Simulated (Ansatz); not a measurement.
Results of PBEsol in Ansatz (PAW) for 1T (CdI2-type) MgI2.

Settings: plane-wave cutoff 520 eV, 12×12×6 k mesh (along the axes of the cell as run), Fermi–Dirac smearing 0.01 eV, scalar-relativistic PAW data made under PBE.

Cell (measured lattice):

```xyz
3
Lattice="-2.0768 -3.5972 0.0000 -2.0768 3.5972 0.0000 0.0000 0.0000 -6.8620" Properties=species:S:1:pos:R:3 pbc="T T T"
Mg     0.0000     0.0000     0.0000
I     -2.0768     1.1991    -1.6631
I     -2.0768    -1.1991    -5.1989
```

Q: Estimate the band gap and smallest direct gap on the k points sampled that the calculation returns.

A: 
band gap: 3.43 eV
smallest direct gap on the k points sampled: 3.58 eV

Note: cell and atoms aren't relaxed at this level (largest force component 0.03 eV/Å).

Spin–orbit coupling is not included; with these elements it can move the gap by several tenths of an eV or more.

Computed values are for the static lattice.

The result took around 50 core-seconds (rough).

Ansatz is an electronic-structure program.
